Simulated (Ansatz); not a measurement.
# AlN: response to strain

Take AlN in the zinc blende structure (space group F-43m, No. 216; a = 4.3777 Å) as the base. Axes: x, y, z lie along the cube axes.

Strains are applied to the cell and any free atomic positions relax; under biaxial strain the out-of-plane vector relaxes too.

Method: PBEsol (Ansatz, an electronic-structure program), no SOC.

Notes on the quantities. energy relative to the base: free energy F.

| biaxial strain, plane normal [111], relaxed out of plane (%) | energy relative to the base (meV/atom) |
|---|---|
| 0 | 0.0 |
| 0.42 | 0.5 |
| 0.83 | 2.1 |
| 1.25 | ? |
| 1.67 | 8.6 |
| 2.08 | 13.3 |
| 2.5 | 19.0 |

Question: Fit ΔE = Aε² + Bε³ (ε in %) to the rows shown and predict the withheld row.

Answer: Least squares on the printed values gives A = 3.16 and B = -0.048 meV/atom (largest residual 0.1 meV/atom); this predicts 4.8 meV/atom, and the run gives 4.9 meV/atom, in agreement.

Stability against distortions was not tested. This is not the structure that AlN has at room temperature and ambient pressure.
